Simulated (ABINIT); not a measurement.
## Variants of one calculation on Mo3Si (Pm-3n, 8 atoms in the cell)

```xyz
8
Lattice="4.8900 0.0000 0.0000 0.0000 4.8900 0.0000 0.0000 0.0000 4.8900" Properties=species:S:1:pos:R:3 pbc="T T T"
Si     2.4450     2.4450     2.4450
Si     0.0000     0.0000     0.0000
Mo     1.2225     0.0000     2.4450
Mo     2.4450     1.2225     0.0000
Mo     2.4450     3.6675     0.0000
Mo     3.6675     0.0000     2.4450
Mo     0.0000     2.4450     3.6675
Mo     0.0000     2.4450     1.2225
```

Base run A: PBE, norm-conserving pseudopotentials (PseudoDojo nc-sr-05 PBE standard) in ABINIT 10.0.3, self-consistent single point.

Its settings: pseudos = [Si.upf, Mo.upf]; ecut = 1088 eV; occopt = 3; tsmear = 0.00367493 Ha; ngkpt = 3 3 3; nshiftk = 1; shiftk = 0 0 0; potentials = PseudoDojo nc-sr-05 PBE standard; nband = 58; kptopt = 1; nstep = 50; tolvrs = 1e-11.

The starting cell has typed, rounded lattice constants, without a prior relaxation at this level. Spin polarisation is off. Without a gap this mesh is coarse (it stands for a supercell whose shortest vector is 15 Å).

ΔF is the free energy per atom less that of run A. A dash stands where there is no value to compare (another energy zero or no entropy term, no result, no spin, no clean gap, or a mesh too coarse for one). Total energies depend on the potentials, the functional and any Hubbard or dispersion term, so they are compared only between runs that share all of them.

```csv
run,change,ΔF (meV/atom),pressure (GPa)
A,base,0.00,1.90
B,tsmear: 0.00367493 Ha → 0.00110248 Ha,11.0,1.87
C,tsmear: 0.00367493 Ha → 0.0110248 Ha,-72.9,2.77
D,potentials: PseudoDojo nc-sr-05 PBE standard → PseudoDojo nc-fr-04 PBE standard,–,2.10
```

Run D against A: The pressure goes from 1.90 to 2.10 GPa.

Run C against A: The free energy goes down by 72.9 meV/atom and the pressure goes from 1.90 to 2.77 GPa.

Run B against A: The free energy goes up by 11.0 meV/atom and the pressure hardly changes (1.90 to 1.87 GPa).
